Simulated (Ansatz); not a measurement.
The parent structure is HfN in the rock salt structure (space group Fm-3m, No. 225; a = 4.5257 Å; relaxed with 0.1 eV smearing).

Computed with plane-wave PAW DFT at the r2SCAN level (Ansatz, a quantum-chemistry and plane-wave program, 500 eV), no spin-orbit coupling.

For the base:

```
Item        Value
--------  -------
Pressure  0.0 GPa
```

Modification: the cell is scaled by 1.0050 in all directions, atoms relaxed at fixed cell.

Problem. Estimate the effect on the energy relative to the base and pressure.

Solution. The energy increases by 2.3 meV/atom; the pressure goes from zero to -4.1 GPa.

The cells carry an imposed strain or load. No phonon test of stability was made. The final runs are not spin-polarised. An odd electron count without spin: HfN.
